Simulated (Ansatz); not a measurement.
# BeS (model structure, started from the BeO type, P4₂/mnm, No. 136, 8 atoms in the cell): properties by level of theory

```json
[
 {"level (code)": "PBEsol (Ansatz)", "lattice parameter a (Å)": "5.872", "lattice parameter c (Å)": "3.442", "cohesive energy (eV/atom)": "4.72"},
 {"level (code)": "PBE-D3(BJ) (Ansatz)", "lattice parameter a (Å)": "5.839", "lattice parameter c (Å)": "3.431", "cohesive energy (eV/atom)": "4.70"},
 {"level (code)": "r²SCAN+rVV10 (Ansatz)", "lattice parameter a (Å)": "[?]", "lattice parameter c (Å)": "3.456", "cohesive energy (eV/atom)": "[?]"}
]
```

Fill in the missing entries.


- r²SCAN+rVV10 (Ansatz, a first-principles code), lattice parameter a (Å): 5.890
- r²SCAN+rVV10 (Ansatz), cohesive energy (eV/atom): 4.65

Ansatz's density-functional and Hartree–Fock values are scalar-relativistic unless marked +SOC, with PAW data made under PBE.

Free atoms are spin-polarised, in the lowest state found; at levels without +SOC their spin–orbit coupling is left out.

Computed values are for the static lattice.

A model structure was made by putting elements into a prototype or built by hand; it is no filed structure, need not be a known phase, and can be a saddle point held by its symmetry.
